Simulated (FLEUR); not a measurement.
Input and output of a self-consistent single point for Li (Im-3m, 1 atom in the cell) (FLEUR).

Method of the run: PBEsol, all-electron FLAPW (FLEUR), scalar-relativistic valence.

```
CELL_PARAMETERS angstrom
     -1.68096     1.68096     1.68096
      1.68096    -1.68096     1.68096
      1.68096     1.68096    -1.68096
ATOMIC_POSITIONS crystal
  Li 0.00000 0.00000 0.00000
```

Reference input (self-consistent single point, DFT, PBE, all-electron FLAPW (FLEUR), scalar-relativistic valence): Kmax = 4 1/bohr; GmaxXC = 20 1/bohr; xcFunctional = pbe; jspins = 1; l_soc = F; mode = gauss; fermiSmearingEnergy = 0.00499791 Htr; mesh (inpgen div1-3) = 11 11 11; inpgen gamma flag = false; Gmax = 20 1/bohr; numbands = 0; maxIterBroyd = 15. This run's input differs from it in these lines:

```diff
@@ -13,2 +13,3 @@
 &comp jspins=1 /
+&exco xctyp='PBEs' /
 &kpt div1=11 div2=11 div3=11 /
@@ -25,3 +26,3 @@
       <coreElectrons ctail="T" frcor="F" kcrel="0" coretail_lmax="0"/>
-      <xcFunctional name="pbe" relativisticCorrections="F"/>
+      <xcFunctional name="PBEs" relativisticCorrections="F"/>
       <magnetism jspins="1"/>
```

The program printed (abridged):

```
 Iteration:     1   Distance:       0.78456862 me/bohr^3
 Iteration:     2   Distance:       0.73258921 me/bohr^3
 Iteration:     3   Distance:       0.06579377 me/bohr^3
 Iteration:     4   Distance:       0.00449788 me/bohr^3
 Iteration:     5   Distance:       0.00360218 me/bohr^3
 Iteration:     6   Distance:       0.00002765 me/bohr^3
 Iteration:     7   Distance:       0.00002933 me/bohr^3
 Iteration:     8   Distance:       0.00000050 me/bohr^3
 Run finished successfully
 Stop message:
   Structural relaxation: Done

[file out, last iteration]
             iter=      9
[...]
          total density-effective poten   -1.0744873925E+01
          total charge density-energy d   -1.8003550921E+00
 Updated energy parameters for spin:           1
[...]
 fermi energy and band-weighting factors:

[...]
FERMIE:
          first approx. to ef    (T=0)  :   0.025455 htr   (energy of the highest occ. eigenvalue)
          number of occ. states  (T=0)  :         84
          first approx. to seigv (T=0)  :  -3.341298 htr
          sum of weights of occ. states :   1.507137
          sum of semicore charge        :   0.000000 e
          fermi energy=   0.02700 har   work function=  -0.73477 ev
          number of valence electrons=   3.00000
     band-weighting factor for spin=    1
   [... lines left out ...]
          total moment                 =     0.00000
 Direct bandgap for spin            1 :   0.14024814026621749       Htr
   [... lines left out ...]
 ---->    (input%tkb*entropy) TS=              0.0000000000 htr
 ---->    free energy=                        -7.4600078432 htr
      extrapolation for T->0
 ---->    total electron energy=              -7.4600078432 htr
 ***** TOTAL FORCES ON ATOMS *****
 TOTAL FORCE FOR ATOM TYPE=  1  X=  0.000   Y=  0.000   Z=  0.000
                       FX_TOT= 0.000000 FY_TOT= 0.000000 FZ_TOT= 0.000000
 Structural relaxation: Done
```

The run converged in 8 iterations. FLEUR gives forces in its relaxation mode, with a further iteration, so its stop message speaks of a relaxation. 

The starting cell comes from a database of computed structures (which also holds hypothetical and non-ambient phases and stackings), without a prior relaxation at this level. Its lattice was rescaled by a random factor within 2.5 % of one. Values depend on the basis (sphere radii, cutoffs, local orbitals), which need not be converged. The log's line on a gap gives a spacing of levels on this mesh, which the program prints for metals too.
